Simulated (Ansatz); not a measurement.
```
Rh
1.0
    2.67795     0.00000     0.00000
    1.33897     2.31917     0.00000
    1.33897    -0.77306     2.19953
Rh
1
Direct
  0.00000   0.00000   0.00000
```

No spin polarisation.

Level of theory: r2SCAN (Ansatz, an electronic-structure program; PAW; 500 eV plane waves; scalar-relativistic without spin-orbit coupling), earlier PAW set. Γ-centred 30×30×30 mesh, Fermi–Dirac width 0.1 eV.

Question: Predict the band gap and in-plane stress.

Answer: 
- Band gap: zero
- Mean in-plane stress (compression positive): +2.4 GPa

The cells carry an imposed strain or load. Whether these cells are dynamically stable was not tested. The final runs are not spin-polarised. The cell was made from Rh in the fcc (Cu type) structure (space group Fm-3m, No. 225) by this change: biaxial strain −0.38 %, plane normal [111], relaxed out of plane.
